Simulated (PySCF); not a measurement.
PySCF 2.14.0, BP86/def2-svp, df: W(O)(NMe)(F)(Br) (C[N]=[W](=[O])([F])[Br]), 9 atoms. The geometry is a generated start, not checked to be a minimum at this level.

```json
{
  "task": "energy",
  "method": "bp86",
  "basis": "def2-svp",
  "two_electron_scheme": "density fitting",
  "mol.max_memory": "3000 MB",
  "mf.max_cycle": "100",
  "mf.conv_tol": "1e-09 (default)",
  "mf.grids.level": "3 (default)",
  "effective_core_potentials": "those of the basis set, past Kr",
  "basis_functions": "135",
  "grid_points": "130520"
}
```

```xyz
9

W      0.1999     0.9012     1.1882
O      1.8390     1.0405     1.5208
N     -0.1824    -0.1064    -0.2386
C     -0.1219    -0.9013    -1.4212
H      0.4107    -1.8406    -1.2244
H     -1.1273    -1.1418    -1.7883
H      0.4133    -0.3616    -2.2120
F     -0.6407     2.5645     1.0826
Br    -0.7905    -0.1545     3.0929
```

Charge 0 and multiplicity 1 are set for this test and not shown to be the ground state.

With the defaults (mf.DIIS = CDIIS, mf.diis_space = 8, mf.diis = true, mf.init_guess = minao, mf.level_shift = 0) it converges in 17 Fock builds. One run each on 2 threads, 1 BLAS thread, with these changes:
- mf.diis = false
- mf.init_guess = huckel
- mf.init_guess = mod_huckel
- mf.diis_space = 3
- mf.diis_space = 5
- mf.level_shift = 0.3 Hartree
- mf.init_guess = atom
- mf.DIIS = EDIIS
- mf.init_guess = 1e

Question: Which of these changes keep the SCF from converging, or lead it to another solution?

Answer: No convergence: mf.DIIS = EDIIS; mf.diis_space = 3; mf.diis = false (the run ends without SCF convergence in 100 cycles). The rest reach the solution of the defaults.

```csv
setting,Fock builds,end
the defaults,17,same solution
mf.init_guess = huckel,18,same solution
mf.init_guess = atom,18,same solution
mf.level_shift = 0.3 Hartree,21,same solution
mf.init_guess = mod_huckel,21,same solution
mf.diis_space = 5,25,same solution
mf.init_guess = 1e,32,same solution
mf.DIIS = EDIIS,101,no convergence
mf.diis_space = 3,101,no convergence
mf.diis = false,101,no convergence
```
